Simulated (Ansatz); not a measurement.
Consider the energy of the reaction as written. Reaction: 1/2 cell B + C (graphite) → cell A. The sign is products less reactants.

Cell A: a slab of Cu (fcc, Fm-3m) cut along (111), 9 atoms, hexagonal cell of 2.52 Å (5.5 Å²), symmetry P-3m1 within 0.02 Å, 15.3 Å thick under 16 Å of vacuum, in-plane vectors held at the crystal's; planes from bottom to top: C | Cu × 7 | C; added, foreign or displaced atoms, above the top plane and below the bottom plane: two times C bound to 3 Cu at 2.05 Å; spin state with PBE: run without spin, k-point mesh 21×21×1.
```yaml
crystal:
  lattice:
    - [2.51915, 0.00000, 0.00000]
    - [1.25957, 2.18165, 0.00000]
    - [0.00000, 0.00000, 30.93113]
  atoms:
    - { symbol: Cu, position: [0.00000, 0.00000, 0.29840] }
    - { symbol: Cu, position: [0.33333, 0.33333, 0.36666] }
    - { symbol: Cu, position: [0.66667, 0.66667, 0.43343] }
    - { symbol: Cu, position: [0.00000, 0.00000, 0.50000] }
    - { symbol: Cu, position: [0.33333, 0.33333, 0.56657] }
    - { symbol: Cu, position: [0.66667, 0.66667, 0.63334] }
    - { symbol: Cu, position: [0.00000, 0.00000, 0.70160] }
    - { symbol: C, position: [0.33333, 0.33333, 0.74811] }
    - { symbol: C, position: [0.66667, 0.66667, 0.25189] }
```

Cell B: a slab of Cu (fcc, Fm-3m) cut along (111), 16 atoms, oblique cell of 5.04 × 2.52 Å (11.0 Å²), symmetry P2/m within 0.02 Å, 14.8 Å thick under 16 Å of vacuum, in-plane vectors held at the crystal's; planes from bottom to top: C | Cu2 × 7 | C; added, foreign or displaced atoms, above the top plane and below the bottom plane: two times C bound to 3 Cu at 1.86–1.92 Å; spin state with PBE: run without spin, k-point mesh 10×21×1.
```
Cu7C
1.0
    5.03830     0.00000     0.00000
    1.25957     2.18165     0.00000
    0.00000     0.00000    30.93113
Cu C
14 2
Direct
  0.01445   0.98528   0.29857
  0.49399   0.00579   0.29860
  0.16904   0.33073   0.36713
  0.66815   0.33162   0.36648
  0.83396   0.66575   0.43333
  0.33492   0.66475   0.43350
  0.00000   0.00000   0.50000
  0.50000   0.00000   0.50000
  0.16604   0.33425   0.56667
  0.66508   0.33525   0.56650
  0.83096   0.66927   0.63287
  0.33185   0.66838   0.63352
  0.98555   0.01472   0.70143
  0.50601   0.99421   0.70140
  0.17744   0.32284   0.73968
  0.82256   0.67716   0.26032
```

Reference: C (graphite, P6₃/mmc), 4 atoms in the cell, k-point mesh 18×18×6 on the run's own vectors. Conventional cell: a = b = 2.4650 Å, c = 6.7411 Å, α = β = 90.00°, γ = 120.00°.

Computed with Ansatz (plane waves, PAW), its PAW set soft_1, cutoff 420 eV, 500 eV for r2SCAN. The structures are at rest with PBE+D3(BJ), within the held lattices; other levels are single points on them. Neutral cells; Fermi-Dirac smearing of at most 0.10 eV in the solids, energies taken to zero width. The lattices are those relaxed with PBE+D3(BJ), so at other levels the solids can be strained, which adds to the spread. A dispersion term (D3(BJ), or D4 for r2SCAN) was computed beside these levels and is taken off wherever the name lacks it. Space groups of crystals are read within 0.01 Å. Nuclei at rest; no vibrational terms. The structures are the rest points that the relaxations reached, not proven lowest. Values are for these cell sizes. The cells' k-point meshes differ in density, so the last digit is unsettled. Cell A has symmetry P-3m1 within 0.02 Å and got no random move, so less symmetric positions, which may lie lower, weren't tried. Cell B has symmetry P2/m within 0.02 Å and got no random move, so less symmetric positions, which may lie lower, weren't tried.

### Question
Predict the value from PBE.

### Answer
4.63 eV, for 1/2 cell B + C (graphite) → cell A.

### Question
What do the other levels give, and how wide is the spread?

### Answer
```json
[
 {"Level": "PBE+D3(BJ)", "value (eV)": "4.50", "less PBE": "-0.13"},
 {"Level": "r2SCAN", "value (eV)": "4.81", "less PBE": "0.18"},
 {"Level": "r2SCAN+D4", "value (eV)": "4.78", "less PBE": "0.15"}
]
```

The levels shown span 0.31 eV, from PBE+D3(BJ) (4.50) to r2SCAN (4.81).

Ansatz is a quantum-chemistry and plane-wave program.
